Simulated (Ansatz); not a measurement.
The parent structure is CdSe in the wurtzite structure (space group P6_3mc, No. 186; a = 4.2475 Å, c = 6.9410 Å). Axes: x lies along a and z along c of the hexagonal cell.

The values are results of Kohn–Sham DFT with the LDA functional, run in Ansatz (a first-principles code) with PAW and 420 eV plane waves, no spin-orbit coupling, not measurements.

Strains are applied to the cell and any free atomic positions relax.

One change was made to it. Results:

The band gap goes up by 0.07 eV (0.46 eV → 0.53 eV); the energy rises by 4.5 meV/atom.

Name the change that was made.
A. uniaxial strain ε_zz = −1.20 %
B. uniaxial strain ε_zz = −3.00 %
C. uniaxial strain ε_zz = −0.60 %
D. uniaxial strain ε_zz = −2.40 %

D, uniaxial strain ε_zz = −2.40 %. For comparison, the energy relative to the base in the other runs: uniaxial strain ε_zz = −3.00 % gives +7.0 meV/atom; uniaxial strain ε_zz = −1.20 % gives +1.1 meV/atom; uniaxial strain ε_zz = −0.60 % gives +0.3 meV/atom.

Whether these cells are dynamically stable was not tested.
